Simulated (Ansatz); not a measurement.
Carrier properties of CdSe (P6_3mc)

Here is the system:

```
CELL_PARAMETERS angstrom
      4.30156     0.00000     0.00000
     -2.15078     3.72526     0.00000
      0.00000     0.00000     7.02198
ATOMIC_POSITIONS crystal
  Cd 0.33333 0.66667 0.99967
  Cd 0.66667 0.33333 0.49967
  Se 0.33333 0.66667 0.37533
  Se 0.66667 0.33333 0.87533
```

All values below come from PBE with spin-orbit coupling, rigid bands (plane waves, PAW; Ansatz, a program for electronic structure). How the cell was made: cell and atoms relaxed with PBEsol.

```
Item                                                                                                                                                                 Result
---------------------------------------------------------------------------------------------------------------------------------------  ----------------------------------
band gap                                                                                                                                                            0.55 eV
electron conductivity mass (300 K, dilute)                                                                                               0.077 (x), 0.077 (y), 0.072 (z) mₑ
hole conductivity mass (300 K, dilute)                                                                                                      0.88 (x), 0.88 (y), 1.15 (z) mₑ
effective density of states N_c (300 K)                                                                                                                         4.6e17 cm⁻³
effective density of states N_v (300 K)                                                                                                                         2.2e19 cm⁻³
density-of-states mass, electrons                                                                                                                                  0.069 mₑ
density-of-states mass, holes                                                                                                                                       0.90 mₑ
Seebeck coefficient, n-type 1e19 cm⁻³, 300 K                                                                                                                       -53 μV/K
best n-type power factor at 300 K for τ = 10 fs (best axis; densities from 1e16 to 1e21 cm⁻³ tried, whether or not they can be reached)        0.99 μW/(cm·K²) at 1e18 cm⁻³
Seebeck coefficient, p-type 1e19 cm⁻³, 300 K                                                                                                                       314 μV/K
best p-type power factor at 300 K for τ = 10 fs (best axis; densities from 1e16 to 1e21 cm⁻³ tried, whether or not they can be reached)         5.6 μW/(cm·K²) at 1e20 cm⁻³
```

Rigid bands; masses and Seebeck coefficients take one relaxation time τ for all states and one kind of carrier; polarons and phonon drag are left out. Geometry: cell and atoms relaxed with PBEsol.
